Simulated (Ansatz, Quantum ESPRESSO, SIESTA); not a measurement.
**One structure in several programs: NaAsF6 (Fm-3m, 8 atoms in the cell)**

Self-consistent single point.

```
NaAsF6
1.0
    0.00000     3.96592     3.96592
    3.96592     0.00000     3.96592
    3.96592     3.96592     0.00000
Na As F
1 1 6
Cartesian
  3.96592   3.96592   3.96592
  0.00000   0.00000   0.00000
  3.96592   3.96592   6.19977
  3.96592   3.96592   1.73208
  6.19977   3.96592   3.96592
  1.73208   3.96592   3.96592
  3.96592   6.19977   3.96592
  3.96592   1.73208   3.96592
```

Shared settings, as Ansatz (an electronic-structure program) writes them: kpoints.mp_grid.grid = 4 4 4; magnetization.spin_orbit = true; scf.occupations.method = fixed. Potentials and cutoffs stand in the table.

```
code                                                                                                                                                                         model  pressure (GPa)  largest force (eV/Å)  gap on the mesh (eV)       cutoff
----------------  ----------------------------------------------------------------------------------------------------------------------------------------------------------------  --------------  --------------------  --------------------  -----------
Quantum ESPRESSO                                                              PBEsol, spin-orbit coupling, PseudoDojo fully relativistic norm-conserving (PBESOL) pseudopotentials            2.79                 0.291                 5.615        90 Ry
Ansatz                                                                                                            PBEsol with spin-orbit coupling, default PAW files made with PBE            2.32                 0.326                 5.676      default
SIESTA            GGA PBEsol with spin-orbit coupling, numerical atomic orbitals TZP, PseudoDojo PBEsol fully relativistic norm-conserving potentials (rewritten from UPF to PSML)               –                 1.455                 5.184  grid 300 Ry
```

A dash marks a value that a program does not give, or that is left out as unsure.

Gaps are read on the mesh.

The spread over the programs that give each value: pressure within 0.47 GPa; largest force within 1.164 eV/Å; gap on the mesh within 0.492 eV.

SIESTA uses small atom-centred bases, whose incompleteness enters pressures, forces and empty levels differently from a plane-wave cutoff. Ansatz's pressure is given at a fixed set of plane waves, as the other plane-wave codes print theirs; with its correction for the finite basis it is 2.96 GPa (the shift of 0.64 GPa shows how far the cutoff is from converged). In the gap, SIESTA (by 0.462) lies more than 0.12 eV from the median of the plane-wave programs. In the force vectors, SIESTA (by 1.147) lies more than 0.08 eV/Å from the median of the plane-wave programs.

The starting cell comes from a database of computed structures (which also holds hypothetical and non-ambient phases and stackings), without a prior relaxation at this level. Its lattice was rescaled by a random factor within 2.5 % of one.

Keys are those of Ansatz 0.2.
